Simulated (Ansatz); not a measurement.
Base system: SiC in the zinc blende structure (space group F-43m, No. 216; a = 4.357 Å). Axes: x, y, z lie along the cube axes.

Perturbation: the cell is compressed by 1.50 % along z with no lateral relaxation; the atoms relax in the strained cell.

The values are results of PBEsol in Ansatz (plane waves to 420 eV, PAW, no spin-orbit coupling), not measurements.

Question: Give the band edges at the high-symmetry points of the new zone, measured from its valence-band maximum.

Answer: 
```
point  valence edge (eV)  conduction edge (eV)
-----  -----------------  --------------------
Γ                   0.00                  6.28
X                  -3.24                  1.21
P                  -4.88                  5.22
N                  -1.04                  5.42
M                  -3.42                  1.07
S                  -2.85                  2.76
S₀                 -2.85                  2.76
R                  -4.87                  4.98
G                  -4.87                  4.98
```

The gap is 1.07 eV, indirect, Γ → M.

Whether these cells are dynamically stable was not tested. Labels are those of the standard path for the cell's own space group.

Ansatz is a quantum-chemistry and plane-wave program.
